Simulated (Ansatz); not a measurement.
Checking a run of Ansatz (a first-principles code) on the (111) slab of Cr (cut from a parent of space group no. 229; 14 atoms in the cell). The aim is a self-consistent single point with DFT, PBEsol, plane waves, PAW files made with PBE.

Cell that was meant: a = 4.1393 Å, b = 4.1393 Å, c = 26.8080 Å, α = 90.00°, β = 90.00°, γ = 60.00°.

Part of the input:

Ansatz 0.2 input:
```yaml
    - { symbol: Cr, position: [0.84803900, 0.84803900, 0.60854600], spin: 3.0 }
    - { symbol: Cr, position: [0.84803900, 0.84803900, 0.70158200], spin: 3.0 }
    - { symbol: Cr, position: [0.51470600, 0.51470600, 0.67056800], spin: 3.0 }
basis:
  ecutwfc: 105.0
kpoints:
  mp_grid: { grid: [8, 8, 1] }
hamiltonian:
[...]
magnetization:
  spin_polarized: true
scf:
  occupations: { method: fermi_dirac, width: 0.1 }
output:
  forces: true
  eigenvalues: true
```

The program printed (abridged):

```
   [... lines left out ...]
k-points: 10 of 64
PAW frozen core: Cr, regenerated for the run's functional, and the local potential with it
Initial density: superposition of atomic densities (neutral atoms: chi_scale 0, normalization atom)
Starting moments: Σ|m| = 42 μB on 14 of 14 sites
Initial wavefunctions: pseudopotential atomic-orbital guess
Eigensolver: davidson
Functional: x = pbesol(κ = 0.804, μ = 0.12345679012345678), c = pbesol(β = 0.046)
SCF iter   1: F=—  HF=-46052.349552 eV  |F-HF|=—  |Δ(HF+E_count)|=         —  Δρ=4.89e-1 (↑4.89e-1 ↓2.35e-1)  dr2=1.37e3  dr2_m=8.31e1  M=2.809 μB ∫|m|=2.895 μB  β_m=0.30  ethr=3.10e-3  ⟨swp⟩=10.2  Hψ=14340  notcnv=0  defer=1
Mixer restart at iter 1: flushing history
all-band conjugate gradients solve this SCF's bands
preconditioner: auto → LDOS
   [... lines left out ...]
SCF iter  14: F=—  HF=-45047.592438 eV  |F-HF|=—  |Δ(HF+E_count)|=   2.46e-8  Δρ=6.80e-7 (↑5.12e-7 ↓6.80e-7)  dr2=6.01e-9  dr2_m=6.81e-10  M=-0.000 μB ∫|m|=0.000 μB  β_m=0.86  ethr=3.02e-11  ⟨swp⟩=3.1  Hψ=4581  notcnv=0  defer=290
SCF iter  15: F=-45047.592438 eV  HF=-45047.592438 eV  |F-HF|=7.71e-10  |Δ(HF+E_count)|=   1.41e-9  Δρ=2.09e-7 (↑2.09e-7 ↓1.71e-7)  dr2=9.40e-10  dr2_m=4.70e-11  M=-0.000 μB ∫|m|=0.000 μB  ethr=3.07e-12  ⟨swp⟩=27.1  Hψ=24041  notcnv=0
SCF 1 converged in 15 iterations: F = -45047.592438 eV  dr2 = 9.40e-10
WARN: the starting moments were not kept: the SCF closed with an absolute magnetisation of 5.3e-5 μB, where they sum to 42 μB in size (14 sites) …
   [... lines left out ...]
Absolute magnetization: 0.0001 μB (∫|ρ↑−ρ↓|, with the PAW one-centre terms)
Free energy (F): -45047.592438 eV
Fermi energy:    4.888881 eV
   [... lines left out ...]
  atom  14  Cr     0.00000000     0.00000000     2.74651959
--- Stress (GPa, compression-positive) ---
       32.414743      -0.000000      -0.000000
       -0.000000      32.414743       0.000000
       -0.000000       0.000000       2.829338
  P = ⅓ Tr σ = 22.5529 GPa (225.529 kbar)
  The stress holds the Pulay correction. Without it, at fixed plane waves, as pw.x and ABINIT print it: P = -1569.9622 GPa
```

Problem. Is this run sound? If not, what is wrong?

Solution. The run is not sound. The fault is a basis or grid far too coarse for these potentials. Far below the cutoff that the potentials were made for, the basis cannot represent the orbitals near the nuclei, and energies, forces and above all the stress go wrong. To fix it, restore the cutoff that the potentials need and check convergence. The run converged in 15 iterations without an error; against the sound input the free energy rises by 131 eV/atom and the largest force goes from 0.981 to 3.873 eV/Å.

The sound input it was made from differs as follows (other fixes are possible):
```diff
-basis:
-  ecutwfc: 105.0
-  occupations: { method: fermi_dirac, width: 0.1 }
+  occupations: { method: fermi_dirac, width: 0.1 eV }
```

With that input, the run converged, with 54 iterations in all over 2 SCF loops: free energy E − TS (on the zero of these files) -46880.8688 eV; Fermi level (on the code's own zero) 5.58 eV; pressure averaged over the cell with its vacuum -7.49 GPa; largest force (vector length) 0.981 eV/Å; size of the cell's spin moment 0.00 μB (DFT, PBEsol, plane waves, PAW files made with PBE).

On the sound input: the starting cell was generated: these elements placed on a structure prototype, without a prior relaxation; it need not be a known phase or ordering of this composition. The slab is cut from that crystal, and its faces are unrelaxed. Its lattice was rescaled in the plane by a random factor within 2.5 % of one. The magnetic order is the one reached from the typed start; others were not searched systematically. The program warned that, by what it read of turns of the moments, another magnetic order lies lower.

These are the values that this program gave, and no reference: magnetic slabs can end in a higher state.
